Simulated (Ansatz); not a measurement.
## The (0001) surface of wurtzite ZnO, Zn-terminated, Br on every top atom (bottom of the slab: 2 H on 4 bottom sites)

Method: PBE (plane waves to 420 eV, PAW; Ansatz, a quantum-chemistry and plane-wave program).

Model: 46-atom slab, 14.7 Å thick at the start with caps and adatoms, 4x4x1 mesh, Fermi-Dirac 0.025 eV, dipole correction, 8 atoms held, the rest relaxed; symmetry of the start imposed; no spin (no spin-polarised run to compare, though such a face may carry moments), no spin-orbit, no U. The slab shows no gap on its mesh. It is one candidate, not shown to be the stable structure of the face.

- work function of the top face = 6.02 eV
- energy released by relaxation = 0.66 eV
- cost = about 21 core-minutes (a rough figure)
